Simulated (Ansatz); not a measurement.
# Input and output of a self-consistent single point for Se (Pm-3m, 1 atom in the cell) (Ansatz)

Method of the run: LDA (PW92), default PAW files made with PBE (plane waves; Ansatz, a program for electronic structure).

Input as run:

Ansatz 0.2 input:
```yaml
crystal:
  lattice:
    - [2.802128, 0.000000, 0.000000]
    - [0.000000, 2.802128, 0.000000]
    - [0.000000, 0.000000, 2.802128]
  atoms:
    - { symbol: Se, position_ang: [0.000000, 0.000000, 0.000000] }
basis:
  ecutwfc: 420.0 eV
kpoints:
  mp_grid: { grid: [12, 12, 12] }
hamiltonian:
  xc: lda
  pseudopotentials: { kind: paw }
scf:
  occupations: { method: gaussian, width: 0.1 eV }
output:
  forces: true
  eigenvalues: true
  stress: true
```

Log, with long lists cut:

```
WARN ansatz: RAYON_NUM_THREADS=1 ignored (pool sized by the plan → 1); use --threads N
Pseudopotentials: kind: paw
Pseudopotential: Se, paw, valence charge 16
Crystal: 1 atoms, lattice volume = 22.002 Å³
Basis set: ecut = 420 eV, 437 PW (Γ)
Bands: 12, of which v1, the nominal top of the filled ones, is band 8 counted from 1 (7 counted from 0)
Symmetry: 48 space group operations
Space group: Pm-3m (ITA 221), of the structure as read, at distance tolerance 2.8e-5 Å
k-points: 84 of 1728
PAW frozen core: Se, regenerated for the run's functional, and the local potential with it
Initial density: superposition of atomic densities (neutral atoms: chi_scale 0, normalization atom), corrected by the library's trained network
Initial wavefunctions: pseudopotential atomic-orbital guess
Eigensolver: davidson
Functional: x = slater, c = lda
SCF iter   1: F=—  HF=-5383.171340 eV  |F-HF|=—  |Δ(HF+E_count)|=         —  Δρ=4.80e-3  dr2=2.71e-3  ethr=1.77e-3  ⟨swp⟩=5.2  Hψ=6040  notcnv=0
all-band conjugate gradients solve this SCF's bands
preconditioner: auto → none
SCF iter   2: F=—  HF=-5383.170500 eV  |F-HF|=—  |Δ(HF+E_count)|=   8.40e-4  Δρ=2.63e-3  dr2=9.22e-4  ethr=1.69e-5  ⟨swp⟩=1.0  Hψ=1681  notcnv=0
SCF iter   3: F=—  HF=-5383.170077 eV  |F-HF|=—  |Δ(HF+E_count)|=   4.23e-4  Δρ=2.40e-4  dr2=1.24e-5  ethr=5.77e-6  ⟨swp⟩=3.0  Hψ=1679  notcnv=0
SCF iter   4: F=—  HF=-5383.170103 eV  |F-HF|=—  |Δ(HF+E_count)|=   2.62e-5  Δρ=2.91e-4  dr2=2.34e-5  ethr=7.77e-8  ⟨swp⟩=2.5  Hψ=1791  notcnv=0
SCF iter   5: F=—  HF=-5383.170065 eV  |F-HF|=—  |Δ(HF+E_count)|=   3.87e-5  Δρ=4.60e-5  dr2=5.98e-7  ethr=7.77e-8  ⟨swp⟩=2.0  Hψ=1666  notcnv=0
SCF iter   6: F=-5383.170064 eV  HF=-5383.170064 eV  |F-HF|=1.21e-8  |Δ(HF+E_count)|=   7.38e-7  Δρ=4.76e-6  dr2=6.04e-9  ethr=6.25e-10  ⟨swp⟩=5.8  Hψ=4945  notcnv=0
SCF 1 converged in 6 iterations: F = -5383.170064 eV  dr2 = 6.04e-9
SCF converged after 6 iterations
Free energy (F): -5383.170064 eV
Harris-Foulkes:  -5383.170064 eV  (|F-HF|=1.21e-8)
Internal energy: -5383.167091 eV  (E = F + TS)
E sigma→0 (E₀):  -5383.168577 eV
Entropy (-TS):   -0.002973 eV (-2.973 meV/atom)
Fermi energy:    9.947673 eV
--- Per-component energies (eV) ---
  E_band       = -368.534858
  E_kinetic    = 117.461364
  E_local      = -2223.946363  (includes V_loc(G=0)·N_el)
  E_nonlocal   = -587.469554
  E_hartree    = 1105.878260
  E_xc         = -103.173899
  E_vxc        = -97.901883  (∫ρ·V_xc dr)
  E_paw        = -1827.845647  (= ΣΔE_a)
  E_vpaw       = 211.560750  (= ΣTr[D̂ρ^β])
  E_aug_tail   = -0.000579  (compensation charges beyond the density's cutoff)
  E_ewald      = -1866.288036
  E_core_change = 2.217362  (= ΣΔE_core)
  E_smearing   = -0.002973  (= −TS)
  E_closure    = 0.000000  (closes the sum)
  Σ components = -5383.170064   (vs F -5383.170064, Δ=0.00e0)
--- Forces (eV/Å), atoms counted from 1 ---
  atom   1  Se    -0.00000000     0.00000000     0.00000000
  max |Σ_I F_I| component: 1.44e-32 eV/Å
--- Stress (GPa, compression-positive) ---
       -2.750514       0.000000       0.000000
        0.000000      -2.750514       0.000000
        0.000000       0.000000      -2.750514
  P = ⅓ Tr σ = -2.7505 GPa (-27.505 kbar)
  The stress holds the Pulay correction. Without it, at fixed plane waves, as pw.x and ABINIT print it: P = -2.7831 GPa
--- Band table (eV; the first three rows and the last of 84) ---
  k-point 0: bands = ["-38.7835", "-38.7835", "-38.7573", "-38.7573", "-38.7573", "-6.3594", "11.3516", "11.3516", "11.3516", "17.6986", "17.7547", "17.7547"]
  k-point 1: bands = ["-38.7834", "-38.7817", "-38.7577", "-38.7577", "-38.7572", "-6.2578", "10.2828", "11.4318", "11.4318", "17.8358", "17.8584", "19.0208"]
  k-point 2: bands = ["-38.7833", "-38.7768", "-38.7589", "-38.7589", "-38.7572", "-5.9612", "8.2564", "11.6611", "11.6611", "18.1624", "18.1972", "21.6228"]
  k-point 83: bands = ["-38.7709", "-38.7709", "-38.7709", "-38.7422", "-38.7422", "0.1041", "6.5390", "6.5390", "6.5390", "15.6873", "15.6873", "15.6873"]
```

The run converged in 6 iterations.

The starting cell comes from a database of computed structures (which also holds hypothetical and non-ambient phases and stackings), without a prior relaxation at this level. Its lattice was rescaled by up to half a per cent. Ansatz's pressure includes its estimate of the finite-basis (Pulay) stress.
